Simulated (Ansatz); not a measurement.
Take BAs in the zinc blende structure (space group F-43m, No. 216; a = 4.7322 Å) as the base. Axes: x, y, z lie along the cube axes.

Calculations: plane-wave PAW DFT at the LDA level (Ansatz, a program for electronic structure, 420 eV), spin-orbit coupling left out.

Base values:

* **Valley order**: a point along ⟨100⟩, about 1.1 Å⁻¹ from Γ 1.11 eV
* **Valence-band top at Γ**: 0.00, 0.00, 0.00 eV

Now apply this change: uniaxial strain ε_zz = +2.50 %, all other strain components held at zero, atoms relaxed at fixed cell.

**Question.** What does the calculation give for the valley order, stress and valence-band top at Γ after the change?

**Answer.** The valley order (the lowest conduction-band minima on the path, energy above the VBM, named in the base's zone) becomes a point along [010], about 1.1 Å⁻¹ from Γ 0.94 eV; a point along [001], about 1.1 Å⁻¹ from Γ 1.26 eV (base: a point along ⟨100⟩, about 1.1 Å⁻¹ from Γ 1.11 eV); the stress (xx, yy, zz, yz, xz, xy; compression positive) is (-1.67, -1.67, -7.03, 0.00, 0.00, 0.00) GPa; the valence-band top at Γ (three highest levels, from the VBM) becomes 0.00, 0.00, -0.25 eV (base: 0.00, 0.00, 0.00 eV).

The levels and masses belong to the bands next to the band gap. Whether these cells are dynamically stable was not tested.
